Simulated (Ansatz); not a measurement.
**Response to strain in AlRh**

The parent structure is AlRh in the CsCl type structure (space group Pm-3m, No. 221; a = 2.972 Å; a cell from a computed database, its experimental status unchecked; relaxed with 0.1 eV smearing). Axes: x, y, z lie along the cube axes.

Strains are applied to the cell and any free atomic positions relax; under biaxial strain the out-of-plane vector relaxes too; under stress the whole cell relaxes.

Calculations: Ansatz (a quantum-chemistry and plane-wave program) PBEsol, no spin-orbit coupling.

Notes on the quantities. energy relative to the base: free energy F.

```csv
change,volume per atom,space group,energy relative to the base
base,13.13 Å³,Pm-3m (No. 221),0 meV/atom
"biaxial strain +4.49 %, plane normal [110], relaxed out of plane",13.82 Å³,Cmmm (No. 65),[?]
isotropic strain −3.20 %,11.91 Å³,Pm-3m (No. 221),+90 meV/atom
uniaxial strain ε_xx = −1.20 %,12.97 Å³,P4/mmm (No. 123),+2.0 meV/atom
uniaxial strain ε_zz = −1.43 %,12.94 Å³,P4/mmm (No. 123),+2.9 meV/atom
uniaxial strain ε_zz = +1.31 %,13.30 Å³,P4/mmm (No. 123),[?]
"uniaxial stress, 0.5 GPa compression along z",13.12 Å³,P4/mmm (No. 123),0.0 meV/atom
```

Problem. Complete the table.

Solution. 
- biaxial strain +4.49 %, plane normal [110], relaxed out of plane, energy relative to the base: +53 meV/atom
- uniaxial strain ε_zz = +1.31 %, energy relative to the base: +2.1 meV/atom

Beyond what the load breaks, stability against distortions was not tested. All final runs are without spin polarisation.
